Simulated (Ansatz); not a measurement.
MgO (Fm-3m) under hydrostatic pressure: band gap by PBEsol, rigid bands (plane waves, PAW, scalar-relativistic; Ansatz, a program for electronic structure). The unloaded cell, whose axes the loads refer to:

```xyz
2
Lattice="0.0000 2.1070 2.1070 2.1070 0.0000 2.1070 2.1070 2.1070 0.0000" Properties=species:S:1:pos:R:3 pbc="T T T"
Mg     0.0000     0.0000     0.0000
O      2.1070     2.1070     2.1070
```

| hydrostatic pressure (GPa) | volume per atom (Å³) | band gap (eV) |
|---|---|---|
| -2 | 9.48 | 4.497 |
| 0 | 9.35 | ? |
| 2 | 9.24 | 4.741 |
| 5 | 9.08 | 4.912 |
| 10 | 8.84 | 5.183 |

Q: Fit a straight line to band gap against the load over the rows given, and predict the row at 0 GPa.

A: The means are x̄ = 3.750 GPa and ȳ = 4.8332; Σ(x − x̄)(y − ȳ) = 4.379 and Σ(x − x̄)² = 76.75, so the slope is 57.1 meV per GPa, and the rows given lie within 8.2 meV of the line. At 0 GPa the line gives 4.619 eV; the calculation gives 4.620 eV, 0.016 % from it.

Q: With all rows, what volume deformation potential dE_g/d ln V follows?

A: A line through E_g against ln V has the slope -9.9 eV, so the gap opens under compression.

Spin-orbit coupling is left out. Stresses and pressures are the targets of the relaxation. The structure type is held at every load. Geometry: cell and atoms relaxed with PBEsol.
